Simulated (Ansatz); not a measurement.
**WS2 (P6_3/mmc): band-edge transport data**

Data:

```
WS2
1.0
    3.17174     0.00000     0.00000
   -1.58587     2.74681     0.00000
    0.00000     0.00000    12.55112
W S
2 4
Cartesian
  0.00000   1.83120   3.13778
  1.58587   0.91560   9.41334
  0.00000   1.83120   7.85279
  1.58587   0.91560   4.69833
  1.58587   0.91560   1.57723
  0.00000   1.83120  10.97389
```

Method: r2SCAN+D4 with spin-orbit coupling, rigid bands (plane waves, PAW; Ansatz, a program for electronic structure). Cell: cell and atoms relaxed with r2SCAN+d4.

```yaml
band_gap: 1.12 eV
electron conductivity mass (300 K, dilute): 0.59 (x), 0.59 (y), 0.62 (z) mₑ
hole conductivity mass (300 K, dilute): 0.65 (x), 0.65 (y), 0.76 (z) mₑ
effective density of states N_c (300 K): 6.8e19 cm⁻³
effective density of states N_v (300 K): 1.4e19 cm⁻³
density_of_states_mass_electrons: 1.94 mₑ
density_of_states_mass_holes: 0.68 mₑ
Seebeck coefficient, n-type 1e19 cm⁻³, 300 K: -386 μV/K
Seebeck coefficient, p-type 1e19 cm⁻³, 300 K: 249 μV/K
```

Rigid bands; masses and Seebeck coefficients take one relaxation time τ for all states and one kind of carrier; polarons and phonon drag are left out. Geometry: cell and atoms relaxed with r2SCAN+D4.
